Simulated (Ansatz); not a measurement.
Consider Eu in the bcc (W type) structure (space group Im-3m, No. 229; a = 4.447 Å; ferromagnetic).

The other end (x = 1) is Zn in the bcc (W type) structure (space group Im-3m, No. 229; a model cell, its experimental status unchecked): 14.41 Å³/atom, gap zero; this end may not be an ambient phase.

Method: r2SCAN/PAW in Ansatz (a program for electronic structure), scalar-relativistic without spin-orbit coupling.

Zn replaces a fraction x of Eu; each row is one arrangement (x, atoms in the cell, starting space group or random), fully relaxed.

One change was made to it. Results:

```json
[
 {"quantity": "largest site moment", "base": "7.32 μB", "after": "7.24 μB"},
 {"quantity": "deviation of the volume from the linear (Vegard-type) interpolation", "base": "–", "after": "-15.7 %"},
 {"quantity": "magnetic state", "base": "ferromagnetic", "after": "ferromagnetic"}
]
```

Question: Name the change that was made.
(A) x(Zn) = 0.25, 4 atoms, Fm-3m
(B) x(Zn) = 0.5, 4 atoms, P4/nmm
(C) x(Zn) = 0.667, 3 atoms, P-3m1

Answer: A, x(Zn) = 0.25, 4 atoms, Fm-3m. For comparison, the largest site moment in the other runs: x(Zn) = 0.667, 3 atoms, P-3m1 gives 6.85 μB; x(Zn) = 0.5, 4 atoms, P4/nmm gives 6.94 μB.

Other magnetic orders, which the real material may have, were not ruled out. The state of the 4f shell was not checked for lower solutions. These are small ordered cells, not random alloys; other orderings at the same x differ. Stability against distortions was not tested. Under x(Zn) = 0.667, 3 atoms, P-3m1 the cell changed shape so far that it is another structure. This is not the structure that Zn has at room temperature and ambient pressure.
